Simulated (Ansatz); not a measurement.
Reference: Si (Fd-3m), PBEsol, rigid bands (plane waves, PAW, scalar-relativistic; Ansatz, a program for electronic structure); axes and stresses refer to this cell.

```xyz
2
Lattice="0.0000 2.7168 2.7168 2.7168 0.0000 2.7168 2.7168 2.7168 0.0000" Properties=species:S:1:pos:R:3 pbc="T T T"
Si     1.3584     1.3584     1.3584
Si     0.0000     0.0000     0.0000
```

* **Seebeck coefficient, p-type 1e19 cm⁻³**: 319 μV/K
* **band gap**: 0.47 eV
* **electron conductivity mass**: 0.28 mₑ

Q: Change: functional PBE, cell relaxed with it. What happens to Seebeck coefficient, p-type 1e19 cm⁻³, band gap, electron conductivity mass?

A: Seebeck coefficient, p-type 1e19 cm⁻³ moves little, to 320 μV/K; band gap rises to 0.61 eV; electron conductivity mass moves little, to 0.29 mₑ.

Q: Change: functional r2SCAN on the same cell. What happens to Seebeck coefficient, p-type 1e19 cm⁻³, band gap, electron conductivity mass?

A: Seebeck coefficient, p-type 1e19 cm⁻³ moves little, to 313 μV/K; band gap grows to 0.76 eV; electron conductivity mass moves little, to 0.28 mₑ.

Masses are for dilute carriers at 300 K, harmonic means over directions unless an axis is named. Seebeck coefficients are for the stated density at 300 K, with one relaxation time for all states and whether or not that doping can be reached. Spin-orbit coupling is left out unless a row names it.
